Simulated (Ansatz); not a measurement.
Reference: monolayer SnS$_{2}$, PBE, rigid bands (plane waves, PAW, scalar-relativistic; Ansatz, a program for electronic structure); geometry: cell and atoms relaxed with PBE.

```xyz
3
Lattice="3.7014 0.0000 0.0000 -1.8507 3.2055 0.0000 0.0000 0.0000 18.9363" Properties=species:S:1:pos:R:3 pbc="T T T"
Sn     0.0000     0.0000     9.4681
S      0.0000     2.1370    10.9466
S      1.8507     1.0685     7.9897
```

The band gap comes out as 1.57 eV. The electron conductivity mass comes out as 0.40 mₑ.

**Question.** Swap S for Se, keeping the structure type. How do these values move?

**Answer.** band gap falls (1.57 eV to 0.79 eV); electron conductivity mass falls (0.40 mₑ to 0.34 mₑ).

**Question.** Swap Sn for Pt, keeping the structure type. How do these values move?

**Answer.** band gap rises (1.57 eV to 1.76 eV); electron conductivity mass stays about the same (0.40 mₑ to 0.42 mₑ).

**Question.** Swap Sn for Hf, keeping the structure type. How do these values move?

**Answer.** band gap falls (1.57 eV to 1.31 eV); electron conductivity mass rises (0.40 mₑ to 0.45 mₑ).

Moves up to 5 % count as about the same. Masses are for dilute carriers at 300 K, harmonic means over directions unless an axis is named. Spin-orbit coupling is left out.

Model free-standing layer, not matched to a measured one here: monolayer HfS2, monolayer PtS2, monolayer SnSe2. The missing spin-orbit coupling matters most for monolayer HfS2, monolayer PtS2.
